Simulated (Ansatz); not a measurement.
## CO on the 1x1 (0001) surface of hcp Ru, one in a 2x2 cell, started at the site 'top Ru'

The numbers are results of r2SCAN, at the PBE geometry (plane waves to 500 eV, PAW; Ansatz, a quantum-chemistry and plane-wave program), not measurements.

Set-up: 18 atoms, 6.3 Å thick at the start under the adsorbate (thin: gaps and levels are the slab's own); mesh 6x6x1; 0.1 eV smearing; dipole correction on; single point; on the structure that PBE left under its start's symmetry; no spin, no spin-orbit, no U, no dispersion correction. At the end it is bonded to Ru. In PBE it is, or lies within 0.03 eV of, the lowest of the starts that converged; the order may differ at this level.

adsorption energy against CO(g) at the same level: -2.03 eV
work function of the top face: 5.82 eV
change of the work function: 0.82 eV
change of the step from the bottom to the top vacuum level, against the clean slab: 0.83 eV
height of the binding atom over the mean of the host atoms within 0.3 Å of the top one: 3.767 bohr
nearest host atoms of the binding atom: Ru at 1.89 Å, Ru at 3.39 Å, Ru at 3.39 Å
cost: roughly 100 core-seconds

A negative adsorption energy means that the adsorbate is more stable on the surface than in its reference.
